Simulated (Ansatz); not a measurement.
Base system: Mg3SiO in the anti-perovskite structure (space group Pm-3m, No. 221; a hypothetical phase, not in the database extracts checked).

```xyz
5
Lattice="4.1898 0.0000 0.0000 0.0000 4.1898 0.0000 0.0000 0.0000 4.1898" Properties=species:S:1:pos:R:3 pbc="T T T"
Mg     0.0000     2.0949     2.0949
Mg     2.0949     0.0000     2.0949
Mg     2.0949     2.0949     0.0000
Si     0.0000     0.0000     0.0000
O      2.0949     2.0949     2.0949
```

All numbers come from PBEsol (Ansatz, an electronic-structure program, PAW, no spin-orbit coupling).

For the base:

| Property | Result |
|---|---|
| Lattice parameter a | 4.190 Å |

It is then changed as follows: hydrostatic tension (pressure −2 GPa).

Q: Estimate the effect on the lattice parameter a.

A: The lattice parameter a goes up by 0.035 Å, from 4.190 Å to 4.225 Å.

Load acts through the strain it causes; cell and atoms are relaxed under it. Stability against distortions was not tested. All final runs are without spin polarisation.
